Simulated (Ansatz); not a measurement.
Start from CdSe in the wurtzite structure (space group P6_3mc, No. 186).

```xyz
4
Lattice="4.3827 0.0000 0.0000 -2.1914 3.7955 0.0000 0.0000 0.0000 7.1545" Properties=species:S:1:pos:R:3 pbc="T T T"
Cd     2.1914     1.2652     0.0034
Cd     0.0000     2.5304     3.5806
Se     2.1914     1.2652     4.4696
Se     0.0000     2.5304     0.8924
```

Cartesian axes are those of the cell as printed.

Level of theory: Ansatz (a program for electronic structure), PBE, PAW, cutoff 420 eV, no SOC.

Strains are applied to the cell and any free atomic positions relax; under stress the whole cell relaxes.

One change was made to it. Results:

| quantity | base | after |
|---|---|---|
| valence-band top at Γ (three highest levels, from the VBM) | 0.00, 0.00, -0.04 eV | 0.00, 0.00, -0.14 eV |
| energy relative to the base (free energy F) | 0 meV/atom | +1.6 meV/atom |
| electron mass | – | 0.056 mₑ (at Γ) |
| shortest interatomic distance | 2.682 Å | 2.686 Å |

### Question
Which change produced these results?
A) uniaxial stress, 1 GPa tension along z
B) isotropic strain +2.78 %
C) uniaxial stress, 2 GPa compression along z

### Answer
A, uniaxial stress, 1 GPa tension along z. For comparison, the valence-band top at Γ in the other runs: uniaxial stress, 2 GPa compression along z gives 0.00, -0.12, -0.12 eV; isotropic strain +2.78 % gives 0.00, 0.00, -0.03 eV.

The levels and masses belong to the bands next to the band gap. Masses are band curvatures over ±0.01 Å⁻¹ around the edge. Stability under load was not tested beyond the relaxation.
